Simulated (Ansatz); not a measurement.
# Effect of Ru → Pd on Ru

The parent structure is Ru in the hcp (Mg type) structure (space group P6_3/mmc, No. 194; a = 2.7046 Å, c = 4.2601 Å).

Now apply this change: every Ru is replaced by Pd, then cell and atoms are relaxed.

Level of theory: r2SCAN (Ansatz, an electronic-structure program, PAW, spin-orbit coupling left out). Γ-centred 19×19×10 mesh, Fermi–Dirac width 0.05 eV, for the changed cell.

```csv
quantity,base,changed,shift
volume per atom,13.49 Å³,15.00 Å³,+1.505 Å³
density,12.44 g/cm³,11.78 g/cm³,-0.66 g/cm³
lattice parameter a,2.705 Å,2.739 Å,+0.0349 Å
c/a ratio,1.575,1.685,+0.110
space group,P6_3/mmc (No. 194),P6_3/mmc (No. 194),–
shortest interatomic distance,2.641 Å,2.739 Å,+0.098 Å
band gap,zero,zero,–
```

Cost of the whole job for the changed cell (relaxation, final SCF and bands): about 2.5 core-minutes (a rough figure).

Stability against distortions was not tested. For Pd in this form, whether it has been made was not checked. The final runs are not spin-polarised. Pd lies near a magnetic instability that expansion can trigger; it was not tested. Pd has a high density of states at the Fermi level and may be magnetic at this level. This is not the structure that Pd has at room temperature and ambient pressure.
